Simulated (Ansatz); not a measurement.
Input and output of a self-consistent single point for AgCl (Fm-3m, 2 atoms in the cell) (Ansatz, a program for electronic structure).

Method: PBE with spin-orbit coupling (plane waves, PAW; Ansatz).

```xyz
2
Lattice="0.0000 2.7750 2.7750 2.7750 0.0000 2.7750 2.7750 2.7750 0.0000" Properties=species:S:1:pos:R:3 pbc="T T T"
Ag     0.0000     0.0000     0.0000
Cl     2.7750     2.7750     2.7750
```

Reference input (self-consistent single point, DFT, PBE, plane waves, default PAW files): kpoints.mp_grid.grid = 8 8 8; hamiltonian.xc = pbe; hamiltonian.pseudopotentials = {kind: paw} (the program's default PAW files); scf.occupations.method = fermi_dirac; scf.occupations.width = 0.01 eV. This run's input differs from it in these lines:

Ansatz 0.2 input:
```diff
@@ -16,2 +16,5 @@
     kind: paw
+magnetization:
+  noncollinear: true
+  spin_orbit: true
 scf:
```

Output (repeated stretches shortened):

```
SCF iter   1: F=—  HF=-8673.893349 eV  |F-HF|=—  |Δ(HF+E_count)|=         —  Δρ=6.14e-2  dr2=1.99e0  dr2_m=0.00e0 (ungated)  ethr=3.10e-3  |M|=0.00e0 ∫|m|=0.00e0 μB  |m|>n=0.0e0 m-floor=0.0e0 τ_xc=0.0e0  β_m=0.30  ⟨swp⟩=8.5  Hψ=2558  notcnv=0
all-band conjugate gradients solve this SCF's bands
preconditioner: auto → none
   [... lines left out ...]
SCF iter   6: F=—  HF=-8673.242960 eV  |F-HF|=—  |Δ(HF+E_count)|=   8.76e-6  Δρ=5.36e-5  dr2=1.53e-6  dr2_m=0.00e0 (ungated)  ethr=2.70e-8  |M|=0.00e0 ∫|m|=0.00e0 μB  |m|>n=0.0e0 m-floor=0.0e0 τ_xc=0.0e0  β_m=0.83  ⟨swp⟩=2.0  Hψ=827  notcnv=0  defer=88
SCF iter   7: F=-8673.242959 eV  HF=-8673.242959 eV  |F-HF|=4.29e-9  |Δ(HF+E_count)|=   3.55e-7  Δρ=2.91e-6  dr2=2.74e-9  dr2_m=0.00e0 (ungated)  ethr=3.85e-10  |M|=0.00e0 ∫|m|=0.00e0 μB  |m|>n=0.0e0 m-floor=0.0e0 τ_xc=0.0e0  ⟨swp⟩=8.3  Hψ=2270  notcnv=0
SCF 1 converged in 7 iterations: F = -8673.242959 eV  dr2 = 2.74e-9
Magnetization: |M| = 0.0000 μB,  M = (+0.0000, +0.0000, +0.0000) μB
Absolute magnetization: 0.0000 μB (∫|m|)
  site 0: m = (+0.0000, +0.0000, +0.0000) μB, |m| = 0.0000 μB  (R = 1.14 Å)
  site 1: m = (+0.0000, +0.0000, +0.0000) μB, |m| = 0.0000 μB  (R = 1.14 Å)
Free energy (F): -8673.242959 eV
Internal energy: -8673.242959 eV  (E = F + TS)
E sigma→0 (E₀):  -8673.242959 eV
Fermi energy:    8.553770 eV
--- Forces (eV/Å), atoms counted from 1 ---
  atom   1  Ag     0.00000000    -0.00000000     0.00000000
  atom   2  Cl    -0.00000000     0.00000000    -0.00000000
--- Stress (GPa, compression-positive) ---
        1.484383       0.000000       0.000000
       -0.000000       1.484383       0.000000
        0.000000       0.000000       1.484383
  P = ⅓ Tr σ = 1.4844 GPa (14.844 kbar)
  The stress holds the Pulay correction. Without it, at fixed plane waves, as pw.x and ABINIT print it: P = 1.4472 GPa
```

The run converged in 7 iterations. Against the reference run the pressure moves little (1.51 to 1.48 GPa) and the gap on the mesh goes from 0.912 to 0.870 eV.

The starting cell has typed, rounded lattice constants, without a prior relaxation at this level. Ansatz's pressure includes its estimate of the finite-basis (Pulay) stress.
